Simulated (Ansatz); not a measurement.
# Hypothetical fluorite ZrS2, pressure series

Consider ZrS₂ in the fluorite structure (space group Fm-3m, No. 225; a = 6.256 Å; a hypothetical phase, not in the database extracts checked).

Cell and atoms are relaxed at each pressure.

All numbers come from r2SCAN (Ansatz, a quantum-chemistry and plane-wave program, PAW, no SOC).

```
pressure (GPa)  volume per atom (Å³/atom)
--------------  -------------------------
-2                                 20.794
-1                                 20.597
0                                  20.407
3                                  19.890
7                                  19.287
15                                      ?
30                                 16.909
50                                 15.598
75                                 14.393
```

Task: Fit the third-order Birch–Murnaghan form P(V) = (3B₀/2)[(V₀/V)^(7/3) − (V₀/V)^(5/3)]·[1 + (3/4)(B₀′ − 4)((V₀/V)^(2/3) − 1)] (squares taken in P) to the rows shown and predict the withheld row.

Result: Least squares on the printed values gives V₀ = 20.406 Å³/atom, B₀ = 113 GPa, B₀′ = 3.7; this predicts 18.306 Å³/atom, and the run gives 18.295 Å³/atom, 0.011 lower.

A case with no gap was solved on a k-mesh chosen for an insulator, which is coarse for it. Load acts through the strain it causes; cell and atoms are relaxed under it. Stability against distortions was not tested. Competing high-pressure phases were not computed. All final runs are without spin polarisation.
